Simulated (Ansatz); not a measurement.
# Converging shifted k-point meshes: BaTiO3 (R3m, 5 atoms in the cell)

```xyz
5
Lattice="2.8340 1.6362 2.3239 -2.8340 1.6362 2.3239 0.0000 -3.2724 2.3239" Properties=species:S:1:pos:R:3 pbc="T T T"
Ba     0.0000     0.0000     0.0510
Ti     0.0000     0.0000     3.5788
O     -1.3908     0.8030     4.5493
O      0.0000    -1.6060     4.5493
O      1.3908     0.8030     4.5493
```

Method: LDA (PW92), default PAW files made with PBE (plane waves; Ansatz, a first-principles code).

Base settings: basis.ecutwfc = 420 eV; kpoints.mp_grid.grid = 6 6 6; hamiltonian.xc = lda; hamiltonian.pseudopotentials = {kind: paw} (the program's default PAW files); scf.occupations.method = fermi_dirac; scf.occupations.width = 0.01 eV.

In this ladder: kpoints.mp_grid.shift = 0.5 0.5 0.5.

Shifted meshes do not hold Γ, so a gap read on them misses any band edge there.

Only quantities that move along the ladder and can be compared are tabulated.

The count of work is k-points × plane waves × bands × iterations; it is no time. Core times come from one kind of shared machine, to one figure; runs under 30 s give none.

The starting cell comes from a database of computed structures (which also holds hypothetical and non-ambient phases and stackings), without a prior relaxation at this level. Its lattice was rescaled by up to half a per cent. One atom was moved a little off its site on purpose. In the base run, with a pressure of about -7 GPa the cell is away from its equilibrium volume at this level. Ansatz's pressure includes its estimate of the finite-basis (Pulay) stress.

```csv
kpoints.mp_grid.grid,free energy less the last step's (meV/atom),pressure (GPa),largest difference of a force vector from the last step's (eV/Å),gap on the mesh (eV),count of work / last,core time / last (rough)
2 2 2,-38.50,-7.11,1.421,3.935,0.0041,–
3 3 3,-5.26,-6.90,0.323,2.775,0.011,–
4 4 4,-0.29,-6.88,0.061,2.746,0.018,–
5 5 5,0.11,-6.88,0.009,2.486,0.033,–
6 6 6,0.01,-6.88,0.001,2.526,0.049,–
7 7 7,0.00,-6.89,0.000,2.422,0.077,–
8 8 8,-0.01,-6.89,0.000,2.452,0.11,–
9 9 9,-0.01,-6.89,0.000,2.396,0.15,–
10 10 10,-0.01,-6.89,0.000,2.418,0.19,–
11 11 11,-0.01,-6.89,0.000,2.384,0.26,–
12 12 12,0.01,-6.89,0.000,2.400,0.32,–
13 13 13,-0.01,-6.89,0.000,2.377,0.41,0.4
15 15 15,0.00,-6.89,0.000,2.372,0.60,0.6
16 16 16,0.00,-6.89,0.000,2.381,0.72,0.7
18 18 18,0.00,-6.89,0.000,2.376,1.0,1
```

Coarsest kpoints.mp_grid.grid that holds the forces within 0.01 eV/Å of the last step, with all finer ones: 5 5 5, at 0.033 of the last step's count of work; the step before is off by 0.061 eV/Å.

Coarsest kpoints.mp_grid.grid that holds the pressure within 0.05 GPa of the last step, with all finer ones: 3 3 3, at 0.011 of the last step's count of work; the step before is off by 0.22 GPa.

The gap on the mesh jumps up and down from mesh to mesh; it is no smooth measure of convergence.

Keys are those of Ansatz 0.2.
